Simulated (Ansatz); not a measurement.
# hcp Y (1 0 0) on silicon (0 0 1) (film strained to the substrate, started from cuts of the bulks and a machine-learned relaxation; slabs Si48 and Y18, which can lie off the formulas)

A periodic stack without vacuum, hcp Y (1 0 0) on silicon (0 0 1) (film strained to the substrate, started from cuts of the bulks and a machine-learned relaxation; slabs Si48 and Y18, which can lie off the formulas): substrate slab Si48, film Y18, surface cells [[0, -1], [4, 1]] and [[0, -1], [3, -1]], film strained by -3.6 and -0.3 %, outermost planes Si/Si and Y/Y as cut, which need not be the usual terminations and can put a slab off its formula.

The start was prepared with a machine-learned potential, and the result is one local minimum, with the in-plane cell held and forces under 0.04 eV/Å; the film can end far from its bulk form.

All values below come from PBE (plane waves to 420 eV, PAW; Ansatz, an electronic-structure program). No spin–orbit coupling; the runs are not spin-polarised; PBE gaps are too small against experiment. Its k-point mesh 5×3×1, Fermi–Dirac width 0.05 eV.

* **interface area**: 59.9 Å²
* **period**: 24.97 Å
* **heights between the nearest atoms of the two slabs at the two interfaces**: -0.74 and -0.75 Å
* **Si–Y contacts across the interfaces within 1.22 times the sum of covalent radii**: 64, mean 2.98 Å
* **hole barrier (PBE)**: 0.57 eV
* **electron barrier (PBE)**: 0.04 eV

```xyz
66
Lattice="5.4703 0.0007 -0.0323 5.4709 10.9423 -0.2359 -0.9362 1.4215 24.9499" Properties=species:S:1:pos:R:3 pbc="T T T"
Si     5.4804    10.5355     1.4141
Si     2.7534     2.4911     1.3486
Si     5.5343     5.4742     1.4761
Si     8.1695     8.0868     1.2766
Si     2.2438     1.3298    -1.0383
Si     4.1547     4.0904     0.1148
Si     6.7012     6.8193    -0.1604
Si     9.4141     9.5260    -0.1836
Si     8.2009    10.7922     4.0147
Si     5.4467     2.5847     4.1137
Si     2.7420     5.3045     4.1170
Si     5.4521     8.0173     4.1703
Si     4.1002     1.1307     2.7975
Si     6.8569     3.9055     2.7244
Si     4.0640     6.7364     2.7671
Si     6.8448     9.2972     2.7984
Si     5.4866    10.8534     6.7649
Si     2.7391     2.6437     6.8963
Si     5.4906     5.3228     6.8851
Si     8.2148     8.0870     6.7967
Si     1.3518     1.2539     5.5660
Si     4.1204     3.9758     5.5032
Si     6.8429     6.6545     5.4891
Si     9.5730     9.4624     5.4232
Si     8.2323    10.9252     9.4489
Si     5.4835     2.6618     9.6704
Si     2.7815     5.3837     9.6393
Si     5.5029     8.1178     9.5136
Si     4.1134     1.3147     8.2886
Si     6.8648     3.9939     8.2773
Si     4.1182     6.7263     8.2048
Si     6.8610     9.4932     8.1402
Si     5.5414    10.8435    12.2032
Si     2.7478     2.7326    12.4480
Si     5.5024     5.5087    12.3761
Si     8.2320     8.2818    12.1391
Si     1.3919     1.3328    11.0886
Si     4.1573     4.0543    11.0589
Si     6.8741     6.7886    10.9231
Si     4.1541     9.5619    10.7997
Si     8.3729    10.7647    15.0967
Si     5.4476     2.5490    15.0576
Si     1.9060     5.3177    16.2345
Si     5.6623     8.0561    15.1180
Si     4.0697     1.1651    13.6969
Si     1.3796     4.1462    13.8525
Si     4.1205     7.0403    13.5597
Si     6.9081     9.4944    13.6596
Y      5.7850     7.3239    18.0867
Y      5.6266    10.7936    16.0827
Y      5.6658     2.8981    17.9659
Y      2.9757     8.1005    16.1652
Y      8.1746    13.5278    15.5559
Y      4.6838     5.2302    15.4816
Y      5.7373     7.4178    21.6933
Y      5.6758    10.5391    19.9178
Y      0.1341     3.0878    21.4218
Y      3.0574     4.9700    18.7322
Y      8.4612     8.4635    19.9680
Y      2.9291     0.6419    18.4269
Y      3.9985     2.8326    24.6471
Y      5.9617     5.4775    24.3292
Y      5.6946    10.9071    23.7543
Y      2.9996     5.1617    22.1576
Y      3.0418     8.2094    23.8348
Y      8.3520    11.6789    21.8016
```
